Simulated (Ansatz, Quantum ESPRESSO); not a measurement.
One structure in several programs: CdAsPd5 (P4/mmm, 7 atoms in the cell)

Self-consistent single point, at a second geometry (lattice scaled by 0.98). First geometry:

```
CELL_PARAMETERS angstrom
      3.96833     0.00000     0.00000
      0.00000     3.96833     0.00000
      0.00000     0.00000     6.99289
ATOMIC_POSITIONS crystal
  Cd 0.50000 0.50000 0.00000
  As 0.00000 0.00000 0.50000
  Pd 0.00000 0.50000 0.28984
  Pd 0.00000 0.50000 0.71016
  Pd 0.50000 0.00000 0.28984
  Pd 0.50000 0.00000 0.71016
  Pd 0.00000 0.00000 0.00000
```

Shared settings, as Ansatz (a program for electronic structure) writes them: kpoints.mp_grid.grid = 6 6 3; scf.occupations.method = fermi_dirac; scf.occupations.width = 0.1 eV. Potentials and cutoffs stand in the table.

```
code                                                             model  ΔF from the first geometry (meV/atom)  pressure (GPa)  largest force (eV/Å)   cutoff
----------------  ----------------------------------------------------  -------------------------------------  --------------  --------------------  -------
Quantum ESPRESSO  PBEsol, GBRV 1.5 ultrasoft (PBESOL) pseudopotentials                                   41.1           13.58                 0.173    40 Ry
Ansatz                                 PBEsol, PAW files made with PBE                                   33.3           12.08                 0.099  default
```

On Ansatz's run: spin polarisation is off; with an odd number of electrons in the cell that forces a metal, and a magnetic state may lie lower.

The spread over the programs that give each value: ΔF from the first geometry within 7.8 meV/atom; pressure within 1.50 GPa; largest force within 0.074 eV/Å.

Ansatz's pressure is given at a fixed set of plane waves, as the other plane-wave codes print theirs; with its correction for the finite basis it is 12.13 GPa.

The starting cell comes from a database of computed structures (which also holds hypothetical and non-ambient phases and stackings), without a prior relaxation at this level. Its lattice was rescaled by a random factor within 2.5 % of one. For this run, on top of that: lattice scaled by 0.98.

Keys are those of Ansatz 0.2.
